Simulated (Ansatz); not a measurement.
## What pressure 9 GPa does to Ga2O3

Consider Ga$_{2}$O$_{3}$ (space group C2/m, No. 12; a = 12.2557 Å, b = 3.0391 Å, c = 5.8084 Å, α = γ = 90.00°, β = 103.81°).

The change: cell and atoms relaxed at a pressure of 9 GPa.

Level of theory: r2SCAN (Ansatz, an electronic-structure program), without spin-orbit coupling. Settings: 11×11×6 k-points, 0.05 eV Fermi–Dirac smearing.

The volume per atom decreases by 0.47 Å³, from 10.50 Å³ to 10.03 Å³ and the density grows by 0.278 g/cm³ to 6.20 g/cm³. The shortest interatomic distance drops by 0.019 Å (1.834 Å → 1.815 Å) and the enthalpy H = E + PV relative to the base's energy amounts to +0.58 eV/atom. The band gap increases by 0.38 eV (3.02 eV → 3.40 eV) and the smallest direct gap rises by 0.38 eV (3.05 eV → 3.43 eV). The width of the top valence band goes up by 0.04 eV to 0.73 eV.

Final structure:

```yaml
crystal:
  lattice:
    - [5.99738, -1.50001, -0.00934]
    - [5.99738, 1.50001, -0.00934]
    - [-1.36519, 0.00000, 5.57911]
  atoms:
    - { symbol: Ga, position: [0.09253, 0.09253, 0.79701] }
    - { symbol: Ga, position: [0.90747, 0.90747, 0.20299] }
    - { symbol: Ga, position: [0.65933, 0.65933, 0.31408] }
    - { symbol: Ga, position: [0.34067, 0.34067, 0.68592] }
    - { symbol: O, position: [0.16985, 0.16985, 0.10990] }
    - { symbol: O, position: [0.83015, 0.83015, 0.89010] }
    - { symbol: O, position: [0.17163, 0.17163, 0.55921] }
    - { symbol: O, position: [0.82837, 0.82837, 0.44079] }
    - { symbol: O, position: [0.49612, 0.49612, 0.25224] }
    - { symbol: O, position: [0.50388, 0.50388, 0.74776] }
```

Load acts through the strain it causes; cell and atoms are relaxed under it. No phonon test of stability was made. Competing high-pressure phases were not computed.
